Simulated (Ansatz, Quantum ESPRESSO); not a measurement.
# One structure in several programs: MgTi2 (P1, 6 atoms in the cell)

Self-consistent single point, at a second geometry (atoms moved at random). First geometry:

```
MgTi2
1.0
    5.14389     0.00000     0.00000
   -2.57194     4.45474     0.00000
    0.00000     0.00000     4.89179
Mg Ti
2 4
Cartesian
  2.57195   1.48491   0.00000
  0.00000   2.96983   0.00000
 -0.81307   1.40828   2.44590
  1.62614   0.00000   2.44590
  1.75888   3.04646   2.44590
  0.00000   0.00000   0.00000
```

Second geometry:
```xyz
6
Lattice="5.1439 0.0000 0.0000 -2.5719 4.4547 0.0000 0.0000 0.0000 4.8918" Properties=species:S:1:pos:R:3 pbc="T T T"
Mg     2.5541     1.5140    -0.0106
Mg    -0.0107     2.9591    -0.0237
Ti    -0.7648     1.3812     2.3962
Ti     1.5946     0.0484     2.5206
Ti     1.7529     3.0410     2.4218
Ti     0.0178    -0.0343     0.0334
```

Shared settings, as Ansatz (a first-principles code) writes them: kpoints.mp_grid.grid = 6 6 6; scf.occupations.method = gaussian; scf.occupations.width = 0.05 eV. Potentials and cutoffs stand in the table.

```tsv
code	model	ΔF from the first geometry (meV/atom)	pressure (GPa)	largest force (eV/Å)	cutoff
Quantum ESPRESSO	LDA (PZ), GBRV 1.5 ultrasoft (LDA) pseudopotentials	6.6	-5.62	0.462	50 Ry
Ansatz	LDA (PW92), PAW files made with PBE	6.6	-5.64	0.462	420 eV
```

Size of the force on each atom (eV/Å): Sizes of forces hide their directions.

| code | Mg1 | Mg2 | Ti3 | Ti4 | Ti5 | Ti6 |
|---|---|---|---|---|---|---|
| Quantum ESPRESSO | 0.278 | 0.120 | 0.327 | 0.462 | 0.258 | 0.308 |
| Ansatz | 0.278 | 0.119 | 0.326 | 0.462 | 0.261 | 0.308 |

On Ansatz's run: spin polarisation is off.

The spread over the programs that give each value: ΔF from the first geometry within 0.0 meV/atom; pressure within 0.02 GPa; largest force within 0.000 eV/Å.

Ansatz's pressure is given at a fixed set of plane waves, as the other plane-wave codes print theirs. The same LDA comes in different parametrisations, which differ slightly.

The starting cell comes from a database of computed structures (which also holds hypothetical and non-ambient phases and stackings), without a prior relaxation at this level. For this run, on top of that: atoms moved at random.

Left out of this page: CP2K (unsound by tests on forces, stress, charge or solver warnings).

Keys are those of Ansatz 0.2.
